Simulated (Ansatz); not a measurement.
Sr₂TaNO₃ (Immm, No. 71, 7 atoms in the cell; start mp-1218704), treated with LDA in Ansatz (PAW).

Run with plane-wave cutoff 520 eV, 12×12×12 k mesh, Fermi–Dirac smearing 0.01 eV, scalar-relativistic PAW data made under PBE.

Cell (relaxed with PBEsol):

Space group Immm (No. 71); a = 3.9915 Å, b = 4.0503 Å, c = 12.5515 Å, α = 90.00°, β = 90.00°, γ = 90.00°

```csv
atom,site,symmetry,x,y,z
Sr,4i,mm2,0.0000,0.0000,0.3553
Ta,2a,mmm,0.0000,0.0000,0.0000
N,2d,mmm,0.0000,0.5000,0.0000
O,4i,mm2,0.0000,0.0000,0.1614
O,2b,mmm,0.5000,0.0000,0.0000
```
(The calculation used a cell of 7 atoms; values per cell refer to that cell.)

Estimate the band gap that the calculation returns.


band gap: 0.54 eV

Note: cell and atoms aren't relaxed at this level (largest force component 0.15 eV/Å, pressure -4.2 GPa).

Spin–orbit coupling is not included.

Computing time: around 80 core-seconds (rough).

A start named mp-… is a Materials Project structure, which need not be a measured phase.

Ansatz is a first-principles code.
